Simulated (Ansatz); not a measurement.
**Habitual settings against a tight run: Rb2TlAgBr6 (Fm-3m, 10 atoms in the cell)**

Self-consistent single point.

```yaml
crystal:
  lattice:
    - [0.00000, 5.68626, 5.68626]
    - [5.68626, 0.00000, 5.68626]
    - [5.68626, 5.68626, 0.00000]
  atoms:
    - { symbol: Rb, position: [0.75000, 0.75000, 0.75000] }
    - { symbol: Rb, position: [0.25000, 0.25000, 0.25000] }
    - { symbol: Tl, position: [0.00000, 0.00000, 0.00000] }
    - { symbol: Ag, position: [0.50000, 0.50000, 0.50000] }
    - { symbol: Br, position: [0.74835, 0.25165, 0.25165] }
    - { symbol: Br, position: [0.25165, 0.74835, 0.74835] }
    - { symbol: Br, position: [0.25165, 0.74835, 0.25165] }
    - { symbol: Br, position: [0.74835, 0.25165, 0.74835] }
    - { symbol: Br, position: [0.25165, 0.25165, 0.74835] }
    - { symbol: Br, position: [0.74835, 0.74835, 0.25165] }
```

Level of theory: r2SCAN, default PAW files made with PBE (plane waves; Ansatz, a quantum-chemistry and plane-wave program).

Base settings: basis.ecutwfc = 500 eV; kpoints.mp_grid.grid = 3 3 3; hamiltonian.xc = r2scan; hamiltonian.pseudopotentials = {kind: paw} (the program's default PAW files); scf.occupations.method = cold; scf.occupations.width = 0.1 eV.

Tight run (finer mesh or higher cutoff; not a proven limit): basis.ecutwfc: 500 eV → 700 eV; kpoints.mp_grid.grid: 3 3 3 → 5 5 5; scf.convergence.dr2_threshold: default (1e-07 eV) → 1e-09 eV. It gave Fermi level (on the code's own zero) 2.33 eV; pressure -1.73 GPa; largest force (vector length) 0.083 eV/Å.

Quick runs, as changes from the base:
- A: the base itself
- B: basis.ecutwfc: 500 eV → 250 eV; kpoints.mp_grid.grid: 3 3 3 → 4 4 4; scf.occupations.method: cold → methfessel_paxton; scf.occupations.width: 0.1 eV → 0.5 eV

Energies are extrapolated to zero smearing width, which holds to low order in the width alone.

The count of work is k-points × plane waves × bands × iterations; it is no time. 

Pressures in the table are Ansatz's without its Pulay estimate, at a fixed set of plane waves; the tight run's value above holds the estimate.

The starting cell comes from a database of computed structures (which also holds hypothetical and non-ambient phases and stackings), without a prior relaxation at this level. Its lattice was rescaled by a random factor within 2.5 % of one. The run gives no clean gap (levels at the Fermi energy touch, overlap or are partly filled at this smearing), which alone does not show that the compound is a metal.

```
run  energy less tight (meV/atom)  pressure less tight (GPa)  largest miss in a force vector (eV/Å)  count of work / tight
---  ----------------------------  -------------------------  -------------------------------------  ---------------------
A                             2.3                       0.00                                  0.081                   0.22
B                           331.8                      -9.90                                  0.005                   0.20
```

Among the runs at the tight run's level, the energy misses run from 2.3 to 331.8 meV/atom.

Left out of this page: 3 runs of the series with a known weakness of the program; 1 run of the series unsound by tests on forces, stress, charge or solver warnings.

Keys are those of Ansatz 0.2.
